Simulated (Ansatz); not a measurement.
Defect: O vacancy in monoclinic HfO2, charge state +2. All values below come from PBE, PAW (plane waves to 420 eV; Ansatz, an electronic-structure program).

Settings: 96 host sites, the relaxed PBE lattice, the Γ point alone, smearing 0.01 eV, spin-restricted, no image-charge correction. Static, classical nuclei. Spin-orbit coupling is left out. The charge state is imposed; whether it is stable for some Fermi level was not computed. Forms of the defect that were not tried may lie lower.

Barriers: single points on a 2×2×2 k-point mesh shifted by half a step at the bands' geometries.

The step: a nearby O atom hops onto the vacant site; the atom moves 2.61 Å along (0.13, 0.45, 0.18) of the unit cell; the moving atom starts with neighbours Hf at 2.05, Hf at 2.11, Hf at 2.18; O at 2.58, O at 2.63 Å and ends with Hf at 2.04, Hf at 2.10, Hf at 2.19; O at 2.53, O at 2.56 Å.

**Question.** Predict the migration barrier of this step from PBE, PAW.

**Answer.** 1.33 eV, the same both ways. At the saddle the moving atom has neighbours Hf at 1.93 Å. The saddle point's order was not checked.
